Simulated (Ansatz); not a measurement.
The starting structures come from a database of crystals and need not be the phases stable at ambient conditions.

By PBEsol, the system below comes out a metal.

Consider the following.

```xyz
3
Lattice="2.5872 0.0000 0.0000 -0.9612 2.4021 0.0000 0.8130 1.2010 6.1038" Properties=species:S:1:pos:R:3 pbc="T T T"
Al     0.0000     0.0000     0.0000
Cr     1.6260     2.4021     3.9814
Cr     0.8130     1.2010     2.1224
```

Space group of this cell: Fmmm. The cell is taken as given; by PBEsol its mean pressure is -6.5 GPa.

The current flows along the normal of the first two printed cell vectors. No spin-orbit coupling; the value is a mean over 0.1 eV about the Fermi level.

Task: Predict the ballistic conductance per area from PBEsol run with Ansatz (an electronic-structure program).

Result: 0.63 × 10¹⁵ S/m² for both spins.
